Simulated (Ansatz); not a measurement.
## SiC: point defects

The reference is a 16-atom supercell of SiC (space group P6_3mc, No. 186; a = 3.094 Å, c = 10.129 Å) at its relaxed geometry.

One neutral defect a cell, atoms relaxed at fixed cell.

Computed with Kohn–Sham DFT with the PBE functional, run in Ansatz (an electronic-structure program) with PAW and 420 eV plane waves, scalar-relativistic without spin-orbit coupling, earlier PAW set.

```json
[
 {"variant": "perfect supercell", "pressure": "0.0 GPa", "largest displacement of a host atom from its site in the perfect cell": "–"},
 {"variant": "H interstitial (started 1.98 Å from the nearest host atom), symmetric start", "pressure": "2.4 GPa", "largest displacement of a host atom from its site in the perfect cell": "0.05 Å"},
 {"variant": "C on a Si site (antisite)", "pressure": "-11.2 GPa", "largest displacement of a host atom from its site in the perfect cell": "0.21 Å"},
 {"variant": "C interstitial (started 1.98 Å from the nearest host atom), symmetric start", "pressure": "13.8 GPa", "largest displacement of a host atom from its site in the perfect cell": "0.54 Å"},
 {"variant": "Re on a Si site", "pressure": "7.4 GPa", "largest displacement of a host atom from its site in the perfect cell": "0.15 Å"},
 {"variant": "Pb on a C site, symmetric start", "pressure": "30.3 GPa", "largest displacement of a host atom from its site in the perfect cell": "0.61 Å"}
]
```

Other magnetic orders, which the real material may have, were not ruled out. The cell is small, so the values are those of an ordered compound at a high defect concentration; dilute-limit values will differ. The mesh was chosen for an insulator and is coarse for the gapless case. Defects with a symmetric start kept the site's symmetry and may sit on a saddle; the others started slightly shaken. Seeded moments were not kept for C on a Si site (antisite), C interstitial (started 1.98 Å from the nearest host atom), Re on a Si site and Pb on a C site.
